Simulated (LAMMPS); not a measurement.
Film growth with the substrate temperature varied; first case: 320 Si atoms arriving one at a time, 3 ps apart with 0.2 eV each, on 1067 Å² of the (001) face of Si (diamond structure) held at 340 K.

Method: classical MD, pair style tersoff/mod/c, file Si.tersoff.modc (LAMMPS).

```
T (K)  crystalline share                film  roughness  height  below the old surface
-----  -----------------  ------------------  ---------  ------  ---------------------
340                0.085          disordered      1.1 Å   6.4 Å              15 of 319
590                 0.17          disordered      1.4 Å   6.1 Å              24 of 320
840                 0.31  partly crystalline     0.97 Å   6.0 Å              32 of 320
1100                0.60  partly crystalline      1.4 Å   6.0 Å              49 of 319
```

Caution: growth rates of MD are many orders above those of real deposition.

Caution: the (001) face starts bulk-cut, without dimer rows.
